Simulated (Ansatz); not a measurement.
Reference: monolayer SnSe, PBE, rigid bands (plane waves, PAW, scalar-relativistic; Ansatz, a first-principles code); geometry: cell and atoms relaxed with PBE.

```
CELL_PARAMETERS angstrom
      4.29234     0.00000     0.00000
      0.00000     4.39260     0.00000
      0.00000     0.00000    19.02253
ATOMIC_POSITIONS crystal
  Sn 0.75000 0.91142 0.57213
  Sn 0.25000 0.41142 0.42787
  Se 0.25000 0.46318 0.57059
  Se 0.75000 0.96318 0.42941
```

| Quantity | Value |
|---|---|
| band gap | 0.93 eV |
| electron conductivity mass | 0.145 mₑ |

Q: Replace Sn by Ge on the same sites and relax. What happens?

A: band gap rises (0.93 eV to 1.15 eV); electron conductivity mass rises (0.145 mₑ to 0.199 mₑ).

Q: Replace Se by S on the same sites and relax. What happens?

A: band gap rises (0.93 eV to 1.50 eV); electron conductivity mass rises (0.145 mₑ to 0.21 mₑ).

Moves up to 5 % count as about the same. Masses are for dilute carriers at 300 K, harmonic means over directions unless an axis is named. Spin-orbit coupling is left out.
